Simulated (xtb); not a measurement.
xtb 6.7.1, GFN2-xTB: CC1(C)c2ccsc2-c2sc(-c3cc4sc(-c5cc(F)cs5)cc4s3)cc21, 40 atoms. The geometry is a generated start, not checked to be a minimum at this level.

method: GFN2-xTB
--acc: 1 (default)
--etemp (K): 300 (default)
detailed input (--input): none: ANC optimiser, Lindh (1995) Hessian, microcycle=20, maxdispl=1.0, hlow=0.01 (default)
basis functions: 151
valence electrons: 134

The structure is relaxed from this start with --opt LEVEL for the levels crude, sloppy, loose, lax, normal, tight, vtight, extreme, once each. Up to the end of the extreme run atoms move by at most 0.15 Å along an axis.

What is the loosest level that ends within 5 meV of the extreme run, and how many cycles does it take?

sloppy: 6 cycles against 44, ending 4.0 meV above.

```csv
level,cycles,energy above the extreme run (meV),gradient norm (eV/Å)
crude,4,9.7,0.34
sloppy,6,4.0,0.16
loose,7,2.9,0.11
lax,10,1.4,0.040
normal,15,0.54,0.011
tight,22,0.14,0.0038
vtight,39,under 0.01,0.0011
extreme,44,—,0.00079
```
